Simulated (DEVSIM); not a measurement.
Structure: Schottky contact on n-type Si, at 300 K.

Layer 1 from the left is Si, thickness (μm) 2.80, Nd (cm⁻³) 1.4e15, τn (s) 0.00055, τp (s) 0.00055.

Left contact: Schottky, work function 4.56 eV, emission velocity 2.6e6 cm/s. Right contact: ohmic. Voltage is applied to the left contact. Recombination: SRH at mid-gap, radiative. Mobility is μmin + (μ − μmin)/(1 + (N/Nref)^α).

This is a model device: material constants are rounded textbook-type values typed into the input, and sizes, dopings and lifetimes were drawn at random. Values at 300 K.

Si: gap (eV) 1.124, affinity (eV) 4.05, permittivity 11.7, Nc (cm⁻³) 2.86e19, Nv (cm⁻³) 3.1e19, μn (cm²/Vs) 1417, μp (cm²/Vs) 470, μn,min 52, μp,min 45, Nref,n 9.7e16, Nref,p 2.2e17, αn 0.68, αp 0.72, B (cm³/s) 4.7e-15.

Problem. Estimate by hand the built-in potential, the peak field at zero bias, the capacitance at -1.5 V, and compare with a numerical solution.

Solution. 
- Built-in potential: barrier φB = 0.510 eV; Vbi = φB − kT/q ln(N_band/N) = 0.253 V; numerical 0.253 V.
- Peak field at zero bias: depletion approximation: W = √(2εVbi/(qN)) = 0.484 μm with N = 1.40e15 cm⁻³; field = 2Vbi/W = 10500 V/cm; numerical 9920 V/cm (estimate above by 5.6 %).
- Capacitance at -1.5 V: C = √(qεN / 2(Vbi + |V|)) = 8.14 nF/cm²; numerical 8.20 nF/cm² (estimate below by 0.73 %).

DEVSIM, 1D drift-diffusion, Boltzmann statistics, complete ionisation; no tunnelling, impact ionisation, image-force lowering or self-heating. Metal contacts follow the ideal Schottky-Mott rule: no Fermi-level pinning, no interface dipoles.
